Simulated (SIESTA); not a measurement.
# A self-consistent single point of BaN2 (C2/c, 6 atoms in the cell) with SIESTA

Method: GGA PBEsol, numerical atomic orbitals DZP, PseudoDojo PBEsol standard norm-conserving potentials (rewritten from UPF to PSML) (SIESTA).

Input as run:

```
# files in the folder: Ba.psml N.psml (PseudoDojo PBEsol standard)
SystemName  BaN2
SystemLabel BaN2

NumberOfAtoms                6
NumberOfSpecies              2
%block ChemicalSpeciesLabel
  1 56 Ba
  2 7 N
%endblock ChemicalSpeciesLabel
LatticeConstant              1.0 Ang
%block LatticeVectors
     3.608534000   -2.240067000    0.000000000
     3.608534000    2.240067000    0.000000000
    -1.917957000    0.000000000    7.103333000
%endblock LatticeVectors
AtomicCoordinatesFormat      Fractional
%block AtomicCoordinatesAndAtomicSpecies
     0.204070000    0.795930000    0.750000000  1
     0.795930000    0.204070000    0.250000000  1
     0.443930000    0.150010000    0.545200000  2
     0.556070000    0.849990000    0.454800000  2
     0.849990000    0.556070000    0.954800000  2
     0.150010000    0.443930000    0.045200000  2
%endblock AtomicCoordinatesAndAtomicSpecies

XC.functional                GGA
XC.authors                   PBEsol
PAO.BasisSize                DZP
PAO.EnergyShift              0.005 Ry
MeshCutoff                   400 Ry
%block kgrid.MonkhorstPack
    6   0   0  0.0
    0   6   0  0.0
    0   0   4  0.0
%endblock kgrid.MonkhorstPack
OccupationFunction           FD
ElectronicTemperature        100.0 meV

MaxSCFIterations             150
SCF.Mixer.Method             Broyden
SCF.Mixer.Weight             0.25
SCF.Mixer.History            6
SCF.DM.Tolerance             1.0E-05
Diag.ParallelOverK           true
WriteForces                  true
Charge.Mulliken              end
```

Log, with long lists cut:

```
reinit: Reading from file input.fdf

reinit: System Name: BaN2
reinit: System Label: BaN2

coor:   Atomic-coordinates input format  =     Fractional

siesta: Atomic coordinates (Bohr) and species
siesta:      4.10083   2.50541  10.06752  1        1
siesta:      5.91304  -2.50541   3.35584  1        2
siesta:      2.07413  -1.24420   7.31841  2        3
siesta:      7.93974   1.24420   6.10494  2        4
siesta:      6.12753  -1.24420  12.81662  2        5
siesta:      3.88634   1.24420   0.60674  2        6

siesta: System type = bulk

initatomlists: Number of atoms, orbitals, and projectors:      6    70    68

siesta: ******************** Simulation parameters ****************************
redata: Spin configuration                          = none
redata: Time-Reversal Symmetry                      = T
redata: Number of Atomic Species                    =        2
redata: Mesh Cutoff                                 =   400.0000 Ry
redata: Net charge of the system                    =     0.0000 |e|
redata: Min. number of SCF Iter                     =        0
redata: Max. number of SCF Iter                     =      150
redata: SCF convergence failure will abort job
redata: SCF mix quantity                            = Hamiltonian
redata: Mix DM or H after convergence               =   F
redata: Recompute H after scf cycle                 =   F
redata: Mix DM in first SCF step                    =   T
redata: No kicks to SCF
redata: DM Mixing Weight for Kicks                  =     0.5000
redata: Require Harris convergence for SCF          =   F
redata: Harris energy tolerance for SCF             =     0.000100 eV
redata: Require DM convergence for SCF              =   T
redata: DM tolerance for SCF                        =     0.000010
redata: Require EDM convergence for SCF             =   F
redata: EDM tolerance for SCF                       =     0.001000 eV
   [... lines left out ...]
diag: Parallel distribution                         =     1 x     1
diag: Used triangular part                          = Lower
diag: Absolute tolerance                            =  0.100E-15
diag: Orthogonalization factor                      =  0.100E-05
diag: Memory factor                                 =  1.0000

superc: Internal auxiliary supercell:     7 x     7 x     5  =     245
superc: Number of atoms, orbitals, and projectors:   1470  17150  16660

                        Single-point calculation

superc: Internal auxiliary supercell:     7 x     7 x     5  =     245
superc: Number of atoms, orbitals, and projectors:   1470  17150  16660

outcell: Unit cell vectors (Ang):
        3.608534   -2.240067    0.000000
        3.608534    2.240067    0.000000
       -1.917957    0.000000    7.103333

outcell: Cell vector modules (Ang)   :    4.247284    4.247284    7.357710
outcell: Cell angles (23,13,12) (deg):    102.7954    102.7954     63.6615
outcell: Cell volume (Ang**3)        :    114.8376
new_DM -- step:     1
Initializing Density Matrix...

Attempting to read DM from file... Failed...
DM filled with atomic data:

InitMesh: MESH = 48 x 48 x 90 = 207360
InitMesh: Mesh cutoff (required, used) =   400.000   443.673 Ry

stepf: Fermi-Dirac step function
        iscf     Eharris(eV)        E_KS(eV)     FreeEng(eV)     dDmax    Ef(eV) dHmax(eV)
   scf:    1    -2619.011793    -2643.283356    -2643.472974  0.819033 -5.885724  6.060352
   scf:    2    -2648.128549    -2646.068247    -2646.227534  0.532379 -4.858705  2.287680
   scf:    3    -2646.858063    -2646.615015    -2646.760139  0.427813 -4.255332  0.401152
   scf:    4    -2646.643906    -2646.635571    -2646.783469  0.030488 -4.265000  0.206705
   scf:    5    -2646.633246    -2646.638166    -2646.783876  0.067535 -4.178418  0.169550
   scf:    6    -2646.640137    -2646.640001    -2646.786882  0.031700 -4.212325  0.005051
   [... 8 lines left out ...]
   scf:   15    -2646.639954    -2646.639956    -2646.786890  0.000338 -4.212118  0.002402
   scf:   16    -2646.639956    -2646.639957    -2646.786890  0.000182 -4.212104  0.000859
   scf:   17    -2646.639957    -2646.639957    -2646.786890  0.000063 -4.212091  0.000292
   scf:   18    -2646.639957    -2646.639957    -2646.786890  0.000020 -4.212081  0.000115
   scf:   19    -2646.639957    -2646.639957    -2646.786890  0.000008 -4.212074  0.000058
SCF Convergence by DM+H criterion
max |DM_out - DM_in|         :     0.0000077239
max |H_out - H_in|      (eV) :     0.0000577314
SCF cycle converged after 19 iterations

Using DM_out to compute the final energy and forces

siesta: E_KS(eV) =            -2646.6400

siesta: E_KS - E_eggbox =     -2646.6400

siesta: Atomic forces (eV/Ang):
     1   -0.000000    0.321726   -0.000016
     2    0.000000   -0.321726    0.000016
     3    1.648264    3.107790    2.221187
     4   -1.648264   -3.107790   -2.221187
     5   -1.648245    3.107754   -2.221156
     6    1.648245   -3.107754    2.221156
   Tot   -0.000000    0.000000    0.000000
   Max    3.107790
   Res    1.964142    sqrt( Sum f_i^2 / 3N )
   Max    3.107790    constrained

Stress tensor Voigt[x,y,z,yz,xz,xy] (kbar):       12.48      -52.63      -14.09       -0.00      -33.14       -0.00
(Free)E + p*V (eV/cell)    -2645.4908
Target enthalpy (eV/cell)    -2646.7869

siesta: Program's energy decomposition (eV):
siesta: Ebs     =      -682.116580
siesta: Eions   =      4248.527695
siesta: Ena     =      1051.274424
siesta: Ekin    =      1110.808388
siesta: Enl     =       112.946131
siesta: Eso     =         0.000000
siesta: Edftu   =         0.000000
siesta: DEna    =         7.044448
siesta: DUscf   =         1.946190
siesta: DUext   =         0.000000
siesta: Ex      =      -621.629778
siesta: Ec      =       -60.502066
siesta: Exc     =      -682.131844
siesta: Eharris =     -2646.639957
siesta: Etot    =     -2646.639957
siesta: FreeEng =     -2646.786890

siesta: Atomic forces (eV/Ang):
siesta:      1   -0.000000    0.321726   -0.000016
siesta:      2    0.000000   -0.321726    0.000016
siesta:      3    1.648264    3.107790    2.221187
siesta:      4   -1.648264   -3.107790   -2.221187
siesta:      5   -1.648245    3.107754   -2.221156
siesta:      6    1.648245   -3.107754    2.221156
siesta: ----------------------------------------
siesta:    Tot   -0.000000    0.000000    0.000000

siesta: Stress tensor (static) (eV/Ang**3):
siesta:     0.007788   -0.000000   -0.020686
siesta:    -0.000000   -0.032850   -0.000000
siesta:    -0.020686   -0.000000   -0.008797

siesta: Cell volume =        114.837566 Ang**3

siesta: Pressure (static):
siesta:                Solid            Molecule  Units
siesta:           0.00012292          0.00098685  Ry/Bohr**3
siesta:           0.01128621          0.09060845  eV/Ang**3
siesta:          18.08249476        145.17074783  kBar

mulliken: Atomic and Orbital Populations:

Species: Ba
Atom  Qatom  Qorb
               5s      6s      6s      5py     5pz     5px     6py     6pz
               6px
   1  8.858   1.928   0.467  -0.115   1.975   1.976   1.960   0.248   0.215
              0.204
   2  8.858   1.928   0.467  -0.115   1.975   1.976   1.960   0.248   0.215
              0.204

Species: N
Atom  Qatom  Qorb
               2s      2s      2py     2pz     2px     2py     2pz     2px
               3Pdxy   3Pdyz   3Pdz2   3Pdxz   3Pdx2-y2
   3  5.571   1.357   0.176   1.365   1.477   1.567  -0.095  -0.170  -0.227
              0.024   0.023   0.026   0.018   0.029
   4  5.571   1.357   0.176   1.365   1.477   1.567  -0.095  -0.170  -0.227
   [... 5 lines left out ...]

mulliken: Qtot =       40.000

Mulliken Atomic Populations:
Atom #   charge [q] valence [e]  Species
     1     1.141528    8.858472  Ba
     2     1.141528    8.858472  Ba
     3    -0.570765    5.570765  N
     4    -0.570765    5.570765  N
     5    -0.570763    5.570763  N
     6    -0.570763    5.570763  N
 Total    -0.000000
```

The run converged in 19 iterations.

The starting cell comes from a database of computed structures (which also holds hypothetical and non-ambient phases and stackings), without a prior relaxation at this level. Its lattice was rescaled by a random factor within 2.5 % of one. Values carry the incompleteness of an atom-centred basis. Forces in this geometry exceed 1 eV/Å. The run gives no clean gap (levels at the Fermi energy touch, overlap or are partly filled at this smearing), which alone does not show that the compound is a metal.

Cost on one core of a shared machine: roughly 90 s.
